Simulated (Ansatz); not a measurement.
Base system: Hf in the hcp (Mg type) structure (space group P6_3/mmc, No. 194; a = 3.1983 Å, c = 5.0488 Å; relaxed with 0.1 eV smearing). Axes: x lies along a and z along c of the hexagonal cell.

Computed with r2SCAN (Ansatz, a quantum-chemistry and plane-wave program; PAW; 500 eV plane waves; without spin-orbit coupling).

Strains are applied to the cell and any free atomic positions relax.

One change was made to it. Results:

| quantity | base | after |
|---|---|---|
| energy relative to the base (free energy F) | 0 meV/atom | +1.4 meV/atom |
| pressure (mean of the normal stresses, compression positive) | 0.0 GPa | -1.1 GPa |

Which of these changes matches the shifts?
A. uniaxial strain ε_zz = +1.50 %
B. uniaxial strain ε_zz = +2.00 %
C. uniaxial strain ε_zz = +1.00 %
D. uniaxial strain ε_zz = +3.00 %

C, uniaxial strain ε_zz = +1.00 %. For comparison, the energy relative to the base in the other runs: uniaxial strain ε_zz = +2.00 % gives +5.5 meV/atom; uniaxial strain ε_zz = +3.00 % gives +12 meV/atom; uniaxial strain ε_zz = +1.50 % gives +3.1 meV/atom.

Stability against distortions was not tested. All final runs are without spin polarisation.
